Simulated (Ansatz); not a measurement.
Levels about the gap of amorphous Si18K12O42 (72 atoms in a cell of 1240 Å³, 2.20 g/cm³; zone centre alone, so wide bands show as single levels with stretches between that a denser mesh fills), at the geometry that PBE relaxed, where it gives 0.0 GPa on a denser mesh. The participation number counts the atoms over which a state spreads; weights are charges in smoothed Voronoi cells. The levels come from a single point, so bond lengths are those of that geometry. Method of the levels: PBE, scalar-relativistic without spin-orbit coupling (Ansatz, a program for electronic structure). Sampling: the zone centre alone; Fermi-Dirac width 0.02 eV; no spin polarisation. At PBE the levels at the filled edge of the gap are localised (band-tail or defect states), and the nearest spread-out levels lie 5.2 eV apart at the zone centre.

A CHGNet melt-quench gave the starting glass, which DFT then relaxed. O atoms were pushed apart under 1.9 Å during the dynamics, to hinder bonds among them. The hot cell started wider than the set density and was brought back towards it in steps. It is the lowest in DFT energy of 2 quenches. It is a model cell: composition and starting density were chosen by hand, and all elements were melted together. No dispersion term was used. Its density started from a set value of 2.33 and ended at 2.20 g/cm³. Cooling (nominally 260 K/ps over its main leg) ran many orders faster than in experiment, which tends to leave more defects and strain. One small periodic cell is one sample of the glass; other quenches scatter about these values. Volume and shape were free in the relaxation.

```json
[
 {"E - E(highest filled), eV": "-0.82", "filling": "filled", "participation number": "6.7", "largest on": "O, 4 neighbours", "weight O": "0.91", "weight K": "0.03", "weight Si": "0.06"},
 {"E - E(highest filled), eV": "-0.81", "filling": "filled", "participation number": "3.6", "largest on": "O, 3 neighbours", "weight O": "0.94", "weight K": "0.02", "weight Si": "0.04"},
 {"E - E(highest filled), eV": "-0.75", "filling": "filled", "participation number": "3.5", "largest on": "O, 3 neighbours", "weight O": "0.92", "weight K": "0.03", "weight Si": "0.05"},
 {"E - E(highest filled), eV": "-0.74", "filling": "filled", "participation number": "4.7", "largest on": "O, 3 neighbours", "weight O": "0.93", "weight K": "0.02", "weight Si": "0.05"},
 {"E - E(highest filled), eV": "-0.63", "filling": "filled", "participation number": "2.2", "largest on": "O, 3 neighbours", "weight O": "0.94", "weight K": "0.01", "weight Si": "0.05"},
 {"E - E(highest filled), eV": "-0.32", "filling": "filled", "participation number": "2.5", "largest on": "O, 4 neighbours", "weight O": "0.93", "weight K": "0.03", "weight Si": "0.04"},
 {"E - E(highest filled), eV": "0.00", "filling": "filled", "participation number": "2.4", "largest on": "O, 4 neighbours", "weight O": "0.93", "weight K": "0.04", "weight Si": "0.03"},
 {"E - E(highest filled), eV": "3.27", "filling": "empty", "participation number": "55.1", "largest on": "K, 7 neighbours", "weight O": "0.56", "weight K": "0.31", "weight Si": "0.12"},
 {"E - E(highest filled), eV": "4.65", "filling": "empty", "participation number": "20.2", "largest on": "K, 7 neighbours", "weight O": "0.47", "weight K": "0.49", "weight Si": "0.04"},
 {"E - E(highest filled), eV": "4.87", "filling": "empty", "participation number": "32.7", "largest on": "K, 9 neighbours", "weight O": "0.52", "weight K": "0.40", "weight Si": "0.08"},
 {"E - E(highest filled), eV": "4.92", "filling": "empty", "participation number": "35.9", "largest on": "K, 8 neighbours", "weight O": "0.53", "weight K": "0.39", "weight Si": "0.09"},
 {"E - E(highest filled), eV": "5.03", "filling": "empty", "participation number": "41.9", "largest on": "O, 3 neighbours", "weight O": "0.63", "weight K": "0.20", "weight Si": "0.17"},
 {"E - E(highest filled), eV": "5.27", "filling": "empty", "participation number": "33.9", "largest on": "K, 10 neighbours", "weight O": "0.52", "weight K": "0.41", "weight Si": "0.07"},
 {"E - E(highest filled), eV": "5.33", "filling": "empty", "participation number": "43.1", "largest on": "K, 7 neighbours", "weight O": "0.59", "weight K": "0.27", "weight Si": "0.15"}
]
```

Most localised among these is the filled level at -0.63 eV, on a O atom, which has 3 neighbours (Si 1.56 Å, K 2.45 Å, K 2.64 Å).
